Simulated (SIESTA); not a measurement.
Band structure of ZrN (Fm-3m, 2 atoms in the cell).

```xyz
2
Lattice="0.0000 2.2943 2.2943 2.2943 0.0000 2.2943 2.2943 2.2943 0.0000" Properties=species:S:1:pos:R:3 pbc="T T T"
Zr     2.2943     2.2943     2.2943
N      0.0000     0.0000     0.0000
```

Method of the run: LDA PW92, numerical atomic orbitals DZP, PseudoDojo LDA standard norm-conserving potentials (rewritten from UPF to PSML) (SIESTA).

Settings: XC.functional = LDA; XC.authors = PW92; potentials = PseudoDojo LDA standard; PAO.BasisSize = DZP; PAO.EnergyShift = 0.005 Ry; MeshCutoff = 350 Ry; kgrid.MonkhorstPack = 10 10 10; OccupationFunction = FD; ElectronicTemperature = 136 meV; MaxSCFIterations = 150; SCF.Mixer.Method = Pulay; SCF.Mixer.Weight = 0.25; SCF.Mixer.History = 6; SCF.DM.Tolerance = 1.0E-04.

The starting cell comes from a database of computed structures (which also holds hypothetical and non-ambient phases and stackings), without a prior relaxation at this level. Values carry the incompleteness of an atom-centred basis.

Levels in eV from the Fermi level, bands 6 to 11:
| point | 6 | 7 | 8 | 9 | 10 | 11 |
|---|---|---|---|---|---|---|
| Γ | -2.59 | -2.59 | -2.59 | -0.54 | -0.54 | -0.54 |
| X | -4.63 | -3.61 | -3.12 | -3.12 | 3.22 | 4.40 |
| W | -5.50 | -4.82 | -4.82 | 1.03 | 1.03 | 4.42 |
| K | -5.57 | -4.81 | -4.51 | -0.73 | 3.45 | 3.64 |
| L | -7.77 | -5.79 | -5.79 | 3.00 | 3.00 | 3.02 |
| U | -5.57 | -4.81 | -4.51 | -0.73 | 3.45 | 3.64 |

Bands cross the Fermi level along this path, so the cell is metallic at this level.

Higher empty bands are left out: an atom-centred basis made for the valence describes them poorly.
